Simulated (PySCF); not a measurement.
PySCF 2.14.0, B3LYP/def2-tzvp, df: Sr(Cl)2 ([Cl][Sr][Cl]), 3 atoms. The geometry is a generated start, not checked to be a minimum at this level.

| Quantity | Value |
|---|---|
| task | energy |
| method | b3lyp |
| basis | def2-tzvp |
| two-electron scheme | density fitting |
| mol.max_memory | 3000 MB |
| mf.max_cycle | 100 |
| mf.conv_tol | 1e-09 (default) |
| mf.grids.level | 3 (default) |
| effective core potentials | those of the basis set, past Kr |
| basis functions | 107 |
| grid points | 59672 |

```xyz
3

Sr     0.0295    -0.0228     0.0258
Cl     1.7763     0.4491    -1.7060
Cl    -1.8059    -0.4263     1.6802
```

With the defaults (mf.diis = true, mf.damp = 0, mf.diis_start_cycle = 1, mf.init_guess = minao, mf.DIIS = CDIIS, mf.diis_space = 8, mf.level_shift = 0) it converges in 10 Fock builds. One run each on 2 threads, 1 BLAS thread, with these changes:
- mf.level_shift = 0.1 Hartree
- mf.init_guess = 1e
- mf.DIIS = EDIIS
- mf.diis = false
- mf.damp = 0.3, mf.diis_start_cycle = 4
- mf.init_guess = mod_huckel
- mf.diis = false, mf.damp = 0.7, mf.diis_start_cycle = 999
- mf.diis_space = 3
- mf.diis_space = 12

**Question.** Which runs fail or end elsewhere than the default run?

**Answer.** No convergence: mf.diis = false (the run ends without SCF convergence in 100 cycles). The rest reach the solution of the defaults.

```
setting                                                    Fock builds             end
---------------------------------------------------------  -----------  --------------
the defaults                                                        10   same solution
mf.diis_space = 12                                                  10   same solution
mf.init_guess = mod_huckel                                          11   same solution
mf.damp = 0.3, mf.diis_start_cycle = 4                              11   same solution
mf.diis_space = 3                                                   12   same solution
mf.level_shift = 0.1 Hartree                                        13   same solution
mf.init_guess = 1e                                                  17   same solution
mf.diis = false, mf.damp = 0.7, mf.diis_start_cycle = 999           27   same solution
mf.DIIS = EDIIS                                                     59   same solution
mf.diis = false                                                    101  no convergence
```
